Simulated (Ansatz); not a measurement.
Take HfN in the rock salt structure (space group Fm-3m, No. 225; relaxed with 0.1 eV smearing) as the base.

```
HfN
1.0
    0.00000     2.26285     2.26285
    2.26285     0.00000     2.26285
    2.26285     2.26285     0.00000
Hf N
1 1
Direct
  0.00000   0.00000   0.00000
  0.50000   0.50000   0.50000
```

All numbers come from Ansatz (an electronic-structure program) r2SCAN, no spin-orbit coupling.

Before the change:

The pressure is 0.0 GPa.

Now apply this change: every lattice vector is shortened by 2.00 %; the atoms relax in the strained cell.

Problem. What happens to the energy relative to the base?

Solution. The energy goes up by 39 meV/atom.

Problem. Predict the new pressure.

Solution. The pressure goes from zero to 19.4 GPa.

Whether these cells are dynamically stable was not tested. The final runs are not spin-polarised. An odd electron count without spin: HfN.
